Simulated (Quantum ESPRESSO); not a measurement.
Quantum ESPRESSO run on SiC (P6_3mc, 12 atoms in the cell): self-consistent single point.

Method: PBE, GBRV 1.5 ultrasoft (PBE) pseudopotentials (plane waves; Quantum ESPRESSO).

```
SiC
1.0
    3.10677     0.00000     0.00000
   -1.55339     2.69054     0.00000
    0.00000     0.00000    15.24604
Si C
6 6
Direct
  0.33333   0.66667   0.83299
  0.66667   0.33333   0.33299
  0.66667   0.33333   0.66650
  0.33333   0.66667   0.16650
  0.00000   0.00000   0.49973
  0.00000   0.00000   0.99973
  0.00000   0.00000   0.87437
  0.00000   0.00000   0.37437
  0.33333   0.66667   0.70800
  0.66667   0.33333   0.20800
  0.66667   0.33333   0.54152
  0.33333   0.66667   0.04152
```

Reference input (self-consistent single point, DFT, PBE, plane waves, GBRV 1.5 ultrasoft (PBE) pseudopotentials): ecutwfc = 40 Ry; ecutrho = 200 Ry; occupations = fixed; potentials = {Si: si_pbe_v1.uspp.F.UPF, C: c_pbe_v1.2.uspp.F.UPF}; K_POINTS = automatic 8 8 2 0 0 0; nbnd = 30; conv_thr = 1e-11 Ry. This run's input differs from it in these lines:

```diff
@@ -14,4 +14,4 @@
    ntyp = 2
-   ecutwfc = 40
-   ecutrho = 200
+   ecutwfc = 16
+   ecutrho = 80
    occupations = 'fixed'
```

Output (repeated stretches shortened):

```
     Self-consistent Calculation

     iteration #  1     ecut=    16.00 Ry     beta= 0.70

     total energy              =    -125.69551843 Ry
     estimated scf accuracy    <       2.13636548 Ry

     iteration #  2     ecut=    16.00 Ry     beta= 0.70

     total energy              =    -126.29340379 Ry
     estimated scf accuracy    <       0.67487284 Ry

     iteration #  3     ecut=    16.00 Ry     beta= 0.70

     total energy              =    -126.39972034 Ry
     estimated scf accuracy    <       0.00720788 Ry

   [... 7 blocks of this kind left out ...]

     iteration # 11     ecut=    16.00 Ry     beta= 0.70

     total energy              =    -126.40129437 Ry
     estimated scf accuracy    <          9.1E-10 Ry

     iteration # 12     ecut=    16.00 Ry     beta= 0.70
     End of self-consistent calculation

     highest occupied, lowest unoccupied level (ev):     9.1954   11.2373

!    total energy              =    -126.40129437 Ry
     estimated scf accuracy    <          8.7E-12 Ry

     convergence has been achieved in  12 iterations

     Forces acting on atoms (cartesian axes, Ry/au):

     atom    1 type  1   force =     0.00000000    0.00000000    0.00039740
     atom    2 type  1   force =     0.00000000    0.00000000    0.00039740
     atom    3 type  1   force =     0.00000000   -0.00000000   -0.00032248
     atom    4 type  1   force =     0.00000000    0.00000000   -0.00032248
     atom    5 type  1   force =     0.00000000   -0.00000000   -0.00030232
     atom    6 type  1   force =     0.00000000   -0.00000000   -0.00030232
   [... lines left out ...]

     Total force =     0.001072     Total SCF correction =     0.000004

          total   stress  (Ry/bohr**3)                   (kbar)     P=     -198.69
  -0.00135146   0.00000000  -0.00000000         -198.81        0.00       -0.00
   0.00000000  -0.00135146  -0.00000000            0.00     -198.81       -0.00
  -0.00000000  -0.00000000  -0.00134919           -0.00       -0.00     -198.47

   JOB DONE.
```

The run converged in 12 iterations. Against the reference run the free energy goes up by 342 meV/atom, the pressure goes from -2.66 to -19.87 GPa, the largest force goes from 0.001 to 0.011 eV/Å and the gap on the mesh moves little (2.041 to 2.042 eV).

The starting cell comes from a database of computed structures (which also holds hypothetical and non-ambient phases and stackings), without a prior relaxation at this level. Its lattice was rescaled by a random factor within 2.5 % of one. At the lowered cutoff the pressure carries the error of an incomplete plane-wave basis.
